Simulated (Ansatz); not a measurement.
ZrAl3 (I4/mmm, No. 139), treated with PBEsol-D3(BJ) (Ansatz, a program for electronic structure, PAW).

Settings: plane-wave cutoff 520 eV, 20×20×20 k mesh, Fermi–Dirac smearing 0.05 eV, scalar-relativistic PAW data made under PBE.

A third-order Birch–Murnaghan fit to the energies gives V0 = 16.452 Å³/atom, B0 = 117 GPa, B′ = 4.0.

```json
[
 {"V (Å³/atom)": "15.794", "P (GPa)": "(withheld)"},
 {"V (Å³/atom)": "16.123", "P (GPa)": "2.46"},
 {"V (Å³/atom)": "16.452", "P (GPa)": "0.00"},
 {"V (Å³/atom)": "16.781", "P (GPa)": "(withheld)"},
 {"V (Å³/atom)": "17.110", "P (GPa)": "(withheld)"}
]
```

Problem. Estimate the withheld pressures from this fit; the answers are the runs' own values.

Solution. 
- 15.794, P (GPa): 5.17
- 16.781, P (GPa): -2.22
- 17.110, P (GPa): -4.23

The formula P = (3/2) B0 (x^(7/3) − x^(5/3)) [1 + (3/4)(B′ − 4)(x^(2/3) − 1)] with x = V0/V meets the computed pressures within 0.02 GPa when these rounded values are put in.

Shape and atoms are relaxed at each volume.

Measured, for comparison: equilibrium volume per atom 17.28 Å³/atom (temperature not stated, copied from a table, unchecked, no zero-point or thermal correction; as tabulated in Acta Crystallographica Section B 48, 11 (1992)). Computed less measured: equilibrium volume per atom not scored (unchecked).

The computed numbers hold no vibrational or temperature effects.

It cost very roughly 90 core-minutes of CPU time.
